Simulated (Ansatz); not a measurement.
MgO under load (space group I4/mmm), r2SCAN, rigid bands run with Ansatz (an electronic-structure program). Condition of this run: biaxial stress xx = yy = 2 GPa (compression positive) (the target of the relaxation). Band gap 5.75 eV, N_c = 5.73e18 cm⁻³ and N_v = 1.90e20 cm⁻³ at 300 K, conductivity masses along z (a = (0.00, 2.09, 2.11) Å; b = (2.09, 0.00, 2.11) Å; c = (2.09, 2.09, 0.00) Å) of 0.371 mₑ (electrons) and 2.27 mₑ (holes). Take k_BT = 0.02585 eV.

Find the intrinsic carrier density and the intrinsic Fermi level.

n_i = √(N_c N_v) exp(−E_g/2k_BT) = 3.30e19 × exp(−111.21) = 1.7e-29 cm⁻³. The level lies (k_BT/2) ln(N_v/N_c) = 45 meV from mid-gap (positive towards the conduction band). Each 0.1 eV added to the gap lowers n_i by a factor of 6.9.

What thermal injection velocity √(2k_BT/πm) limits a ballistic channel along the direction named?

8.83e6 cm/s for electrons and 3.57e6 cm/s for holes, a ratio of √(m_h/m_e) = 2.47, for dilute carriers.

A film of it is 3 nm thick, with its normal along the direction named. Estimate the confinement energies in an infinite well.

ħ²π²/(2m t²) = 0.376 eV·nm²/(m/mₑ × t²) gives 113 meV for electrons and 18.4 meV for holes, so the gap would widen to about 5.88 eV. Finite barriers and nonparabolic bands lower this, and with several valleys or bands the heaviest mass along the normal sets the lowest level, not this average.

Rigid bands with the computed gap; masses take one relaxation time for all states. Spin-orbit coupling is left out.
